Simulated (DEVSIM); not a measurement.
System: Co/SiO2/p-Si capacitor, at 300 K.

Layer 1 from the left is SiO2, thickness (nm) 30.0. Layer 2 from the left is Si, thickness (nm) 550, Na (cm⁻³) 1.1e18.

Metal gate on the left, work function 5 eV. Fixed charge at the semiconductor interface 7.9e10 cm⁻² (in units of +e); no interface traps.

This is a model device: material constants are rounded textbook-type values typed into the input, and sizes, dopings and lifetimes were drawn at random. Values at 300 K.

SiO2: gap (eV) 9, affinity (eV) 0.9, permittivity 3.9. Si: gap (eV) 1.124, affinity (eV) 4.05, permittivity 11.7, Nc (cm⁻³) 2.86e19, Nv (cm⁻³) 3.1e19.

Model (solved in DEVSIM): 1D Poisson equation in equilibrium, Boltzmann statistics, complete ionisation; no quantum confinement or tunnelling. Metal contacts follow the ideal Schottky-Mott rule: no Fermi-level pinning, no interface dipoles.

Question: What does the simulation give for the flat-band voltage, the minimum of the low-frequency capacitance?

Answer: flat-band voltage -0.20 V; minimum of the low-frequency capacitance 0.0862 μF/cm².
